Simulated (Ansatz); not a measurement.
The reference is SnO$_{2}$ in the rutile structure (space group P4_2/mnm, No. 136).

```yaml
crystal:
  lattice:
    - [4.76918, 0.00000, 0.00000]
    - [0.00000, 4.76918, 0.00000]
    - [0.00000, 0.00000, 3.21200]
  atoms:
    - { symbol: Sn, position: [0.00000, 0.00000, 0.00000] }
    - { symbol: Sn, position: [0.50000, 0.50000, 0.50000] }
    - { symbol: O, position: [0.30627, 0.30627, 0.00000] }
    - { symbol: O, position: [0.80627, 0.19373, 0.50000] }
    - { symbol: O, position: [0.19373, 0.80627, 0.50000] }
    - { symbol: O, position: [0.69373, 0.69373, 0.00000] }
```

Cartesian axes are those of the cell as printed.

Level of theory: DFT with PBEsol, PAW potentials and a 420 eV plane-wave cutoff in Ansatz (a first-principles code), scalar-relativistic without spin-orbit coupling.

For the base:

| Quantity | Result |
|---|---|
| Band gap | 0.92 eV |
| Valence-band top at Γ | 0.00, -0.77, -0.77 eV |
| Electron mass | 0.17 mₑ along c, 0.19 mₑ across (at Γ) |

Now apply this change: a pure shear with ε_xz = ε_zx = 0.0067; the atoms relax in the strained cell.

Task: Predict the new energy relative to the base, stress, band gap, valence-band top at Γ and electron mass.

Result: The energy rises by 0.6 meV/atom; the stress (xx, yy, zz, yz, xz, xy; compression positive) amounts to (0.02, 0.02, 0.01, 0.00, -1.20, 0.00) GPa; the band gap remains 0.92 eV; the valence-band top at Γ (three highest levels, from the VBM) remains 0.00, -0.77, -0.77 eV; the electron mass changes from 0.17 mₑ along c, 0.19 mₑ across (at Γ) to 0.17 mₑ along z, 0.19 mₑ across (at Γ).

Effective masses come from finite differences of ±0.01 Å⁻¹. Whether these cells are dynamically stable was not tested.
